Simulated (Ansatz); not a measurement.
Abridged Ansatz (a quantum-chemistry and plane-wave program) output:

```
Relaxation: its limit of steps is 50 (relax.max_steps)
Pseudopotential: Ru, paw, valence charge 16
Crystal: 2 atoms, lattice volume = 25.988 Å³
Basis set: ecut = 420 eV, 533 PW (Γ), exchange–correlation on 36×36×60 points (8 copies of the dense FFT grid, shifted against one another)
Bands: 20, of which v1, the nominal top of the filled ones, is band 16 counted from 1 (15 counted from 0)
Symmetry: 8 space group operations
k-points: 1352 of 8750
Functional: x = pbesol(κ = 0.804, μ = 0.12345679012345678), c = pbesol(β = 0.046)
SCF iter   1: F=—  HF=-11633.004030 eV  |F-HF|=—  |Δ(HF+E_count)|=         —  Δρ=1.10e-2  dr2=1.94e-2  ethr=1.77e-3  ⟨swp⟩=5.0  Hψ=249074  notcnv=0  defer=261
SCF iter   2: F=—  HF=-11633.000337 eV  |F-HF|=—  |Δ(HF+E_count)|=   3.69e-3  Δρ=5.79e-3  dr2=5.12e-3  ethr=6.07e-5  ⟨swp⟩=2.1  Hψ=48499  notcnv=0  defer=324
SCF 1 converged in 7 iterations: F = -11632.999317 eV  dr2 = 4.19e-11
relax step   1: F+E_penalty+E_count = -11632.99931663 eV  Δ(F+E_penalty+E_count) = +0.000e0 eV  max|allowed force component| = 8.247e-2 eV/Å  Δτ_max = 0.0000 Å  (7 SCF iters, accepted)
Crystal: 2 atoms, lattice volume = 25.988 Å³
Bands: 24, of which v1, the nominal top of the filled ones, is band 16 counted from 1 (15 counted from 0)
SCF iter   1: F=—  HF=-11632.999791 eV  |F-HF|=—  |Δ(HF+E_count)|=         —  Δρ=1.56e-3  dr2=4.22e-4  ethr=1.21e-6  ⟨swp⟩=1.6  Hψ=106544  notcnv=0  defer=1474
SCF iter   2: F=—  HF=-11632.999647 eV  |F-HF|=—  |Δ(HF+E_count)|=   1.44e-4  Δρ=6.69e-4  dr2=3.68e-5  ethr=1.21e-6  ⟨swp⟩=2.0  Hψ=41748  notcnv=0  defer=1474
SCF 2 converged in 6 iterations: F = -11632.999617 eV  dr2 = 8.09e-12
relax step   2: F+E_penalty+E_count = -11632.99961669 eV  Δ(F+E_penalty+E_count) = -3.001e-4 eV  max|allowed force component| = 4.571e-2 eV/Å  Δτ_max = 0.0082 Å  (6 SCF iters, accepted)
Crystal: 2 atoms, lattice volume = 25.988 Å³
SCF iter   1: F=—  HF=-11632.999793 eV  |F-HF|=—  |Δ(HF+E_count)|=         —  Δρ=5.52e-4  dr2=5.25e-5  ethr=1.65e-6  ⟨swp⟩=2.3  Hψ=74146  notcnv=0  defer=1473
SCF iter   2: F=—  HF=-11632.999752 eV  |F-HF|=—  |Δ(HF+E_count)|=   4.18e-5  Δρ=2.37e-4  dr2=4.59e-6  ethr=1.64e-7  ⟨swp⟩=2.2  Hψ=52039  notcnv=0  defer=1473
SCF 3 converged in 6 iterations: F = -11632.999751 eV  dr2 = 1.62e-12
relax step   3: F+E_penalty+E_count = -11632.99975097 eV  Δ(F+E_penalty+E_count) = -1.343e-4 eV  max|allowed force component| = 5.395e-4 eV/Å  Δτ_max = 0.0029 Å  (6 SCF iters, accepted)
SCF converged after 6 iterations
Free energy (F): -11632.999751 eV
Internal energy: -11632.949725 eV  (E = F + TS)
E sigma→0 (E₀):  -11632.974738 eV
Entropy (-TS):   -0.050026 eV (-25.013 meV/atom)
Fermi energy:    24.677311 eV
--- Forces (eV/Å), atoms counted from 1 ---
  atom   1  Ru     0.00000000     0.00053947     0.00000000
  atom   2  Ru     0.00000000    -0.00053947     0.00000000
--- Stress (GPa, compression-positive) ---
       17.576037       0.000000       0.000000
        0.000000       5.438870       0.000000
        0.000000       0.000000       5.008772
  P = ⅓ Tr σ = 9.3412 GPa (93.412 kbar)
--- Relaxed structure (3 steps of the walk, 3 accepted, 0 SCFs on fresh bases) ---
  atoms:
    - { symbol: Ru, position: [0.6655282953748178, 0.3310565907496356, 0.7499999999999999] }
    - { symbol: Ru, position: [0.3344717046251821, 0.6689434092503643, 0.25] }
```

### Question
What was computed, and what are the main results?

### Answer
Ru, 2 atoms in the cell, with PBEsol/PAW in Ansatz, spin-orbit coupling left out. The last SCF converged to F = -11632.999751 eV, or -5816.4999 eV per atom, at a pressure of 9.34 GPa. The total energy compares only with runs of the same code, potentials and settings.

The cells carry an imposed strain or load. Stability against distortions was not tested. The final runs are not spin-polarised. The cell was made from Ru in the hcp (Mg type) structure (space group P6_3/mmc, No. 194) by this change: uniaxial strain ε_xx = −2.50 %.

Keys are those of Ansatz 0.2.
